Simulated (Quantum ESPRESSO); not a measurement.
Quantum ESPRESSO run on Cu (Fm-3m, 1 atom in the cell): self-consistent single point.

Computed with PBE, PseudoDojo stringent norm-conserving (PBE) pseudopotentials (plane waves; Quantum ESPRESSO).

```
CELL_PARAMETERS angstrom
      0.00000     1.81042     1.81042
      1.81042     0.00000     1.81042
      1.81042     1.81042     0.00000
ATOMIC_POSITIONS crystal
  Cu 0.00000 0.00000 0.00000
```

Reference input (self-consistent single point, DFT, PBE, plane waves, GBRV 1.5 ultrasoft (PBE) pseudopotentials): ecutwfc = 50 Ry; ecutrho = 400 Ry; occupations = smearing; smearing = gauss; degauss = 0.0073499 Ry; potentials = {Cu: cu_pbe_v1.2.uspp.F.UPF}; K_POINTS = automatic 10 10 10 0 0 0; conv_thr = 1e-10 Ry. This run's input differs from it in these lines:

```diff
@@ -13,4 +13,3 @@
    ntyp = 1
-   ecutwfc = 50
-   ecutrho = 400
+   ecutwfc = 126
    occupations = 'smearing'
@@ -23,3 +22,3 @@
 ATOMIC_SPECIES
-Cu    63.5460  cu_pbe_v1.2.uspp.F.UPF
+Cu    63.5460  Cu.upf
 CELL_PARAMETERS alat
```

Log, with long lists cut:

```
     Self-consistent Calculation

     iteration #  1     ecut=   126.00 Ry     beta= 0.70

     total energy              =    -386.44364758 Ry
     estimated scf accuracy    <       0.27661758 Ry

     iteration #  2     ecut=   126.00 Ry     beta= 0.70

     total energy              =    -386.50598196 Ry
     estimated scf accuracy    <       0.55124721 Ry

     iteration #  3     ecut=   126.00 Ry     beta= 0.70

     total energy              =    -386.59162581 Ry
     estimated scf accuracy    <       0.00171356 Ry

   [... 5 blocks of this kind left out ...]

     iteration #  9     ecut=   126.00 Ry     beta= 0.70

     total energy              =    -386.59258413 Ry
     estimated scf accuracy    <          2.0E-09 Ry

     iteration # 10     ecut=   126.00 Ry     beta= 0.70
     End of self-consistent calculation

     the Fermi energy is    16.8305 ev

!    total energy              =    -386.59258413 Ry
     estimated scf accuracy    <          6.7E-11 Ry
     smearing contrib. (-TS)   =      -0.00023934 Ry
     internal energy E=F+TS    =    -386.59234479 Ry

     convergence has been achieved in  10 iterations

     Forces acting on atoms (cartesian axes, Ry/au):

     atom    1 type  1   force =     0.00000000    0.00000000    0.00000000

     Total force =     0.000000     Total SCF correction =     0.000000

          total   stress  (Ry/bohr**3)                   (kbar)     P=        9.02
   0.00006132   0.00000000   0.00000000            9.02        0.00        0.00
   0.00000000   0.00006132   0.00000000            0.00        9.02        0.00
   0.00000000   0.00000000   0.00006132            0.00        0.00        9.02

   JOB DONE.
```

The run converged in 10 iterations. Against the reference run the pressure goes from 0.18 to 0.90 GPa.

The starting cell has typed, rounded lattice constants, without a prior relaxation at this level. Its lattice was rescaled by up to half a per cent. Spin polarisation is off.
